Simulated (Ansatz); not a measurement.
**What pressure 2.1 GPa does to Cu3SbS4**

Start from Cu3SbS4 (space group I-42m, No. 121; a = 5.340 Å, c = 10.635 Å).

One thing is altered: a hydrostatic pressure of 2.1 GPa.

The values are results of Ansatz (a first-principles code), PBEsol, PAW, cutoff 420 eV, spin-orbit coupling left out, not measurements. Settings: 12×12×12 k-points, 0.05 eV Fermi–Dirac smearing.

The density grows by 0.12 g/cm³ (4.83 g/cm³ → 4.95 g/cm³) and the lattice parameter a decreases by 0.043 Å (5.340 Å → 5.297 Å). The c/a ratio is nearly the same (1.992 against 1.991) and the shortest interatomic distance drops by 0.018 Å to 2.242 Å. The enthalpy H = E + PV relative to the base's energy amounts to +0.25 eV/atom and the band gap stays zero.

Spin-orbit coupling, missing from the scalar runs, can matter with Sb. Load acts through the strain it causes; cell and atoms are relaxed under it. Whether these cells are dynamically stable was not tested. All final runs are without spin polarisation. A zero or small gap of Cu3SbS4 can be the functional's error rather than a property of the material.
